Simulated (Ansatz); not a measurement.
## InAs under a change: pressure 9 GPa

Start from InAs in the zinc blende structure (space group F-43m, No. 216; a = 6.108 Å).

Perturbation: cell and atoms relaxed at a pressure of 9 GPa.

Method: r2SCAN (Ansatz, a program for electronic structure, PAW, no spin-orbit coupling), earlier PAW set. Settings: 9×9×9 k-points, 0.05 eV Fermi–Dirac smearing.

```csv
quantity,base,changed,shift
volume per atom,28.49 Å³,25.30 Å³,-3.19 Å³
density,5.53 g/cm³,6.23 g/cm³,+0.70 g/cm³
lattice parameter a,6.108 Å,5.871 Å,-0.237 Å
shortest interatomic distance,2.645 Å,2.542 Å,-0.103 Å
enthalpy H = E + PV relative to the base's energy,–,+1.50 eV/atom,–
band gap (an upper bound: an edge found on the path is not a true extremum; the changed cell),0.08 eV,0.73 eV,+0.65 eV
```

Cost of the whole job for the changed cell (relaxation, final SCF and bands): about 50 core-seconds (a rough figure).

Load acts through the strain it causes; cell and atoms are relaxed under it. Whether these cells are dynamically stable was not tested. Measured, InAs leaves this structure (for rock salt) near 7 GPa (temperature not stated; as listed in Datta, Sujoy, Jana, Debnarayan, arXiv (2020)). A zero or small gap of InAs can be the functional's error rather than a property of the material.
